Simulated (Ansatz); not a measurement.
**Effect of holes 3.0×10^21 cm⁻³ on MgS**

Take MgS in the rock salt structure (space group Fm-3m, No. 225; a = 5.182 Å) as the base.

Perturbation: 0.104 holes added to each cell, a density of 3.0×10^21 cm⁻³, with a uniform compensating background at fixed cell and a 300 K Fermi–Dirac width.

Level of theory: DFT with PBEsol, PAW potentials and a 420 eV plane-wave cutoff in Ansatz (a quantum-chemistry and plane-wave program), no spin-orbit coupling. Settings: 25×25×25 k-points, 0.0259 eV Fermi–Dirac smearing.

```csv
quantity,base,changed,shift
gap between the host's bands,2.73 eV,2.84 eV,+0.11 eV
gap character,"indirect, Γ → X","indirect, Γ → X",–
"valley order (the lowest conduction-band minima on the path, energy above the VBM, named in the base's zone)",X along ⟨100⟩ 2.73 eV; Γ 3.69 eV,X along ⟨100⟩ 2.84 eV; Γ 3.76 eV,–
Fermi level relative to the doped band's edge (positive inside the band; to 0.05 eV),–,+0.20 eV,–
```

Final structure:

```
CELL_PARAMETERS angstrom
      0.00000     2.59105     2.59105
      2.59105     0.00000     2.59105
      2.59105     2.59105     0.00000
ATOMIC_POSITIONS crystal
  Mg 0.00000 0.00000 0.00000
  S  0.50000 0.50000 0.50000
```
Cell charge +0.104371.

Charged cell with a jellium background: band edges are those of the host's band count, energies are not comparable with the neutral cell, and many-body gap narrowing is missing. No phonon test of stability was made. The base started in P3_121 and relaxed to Fm-3m at this level.
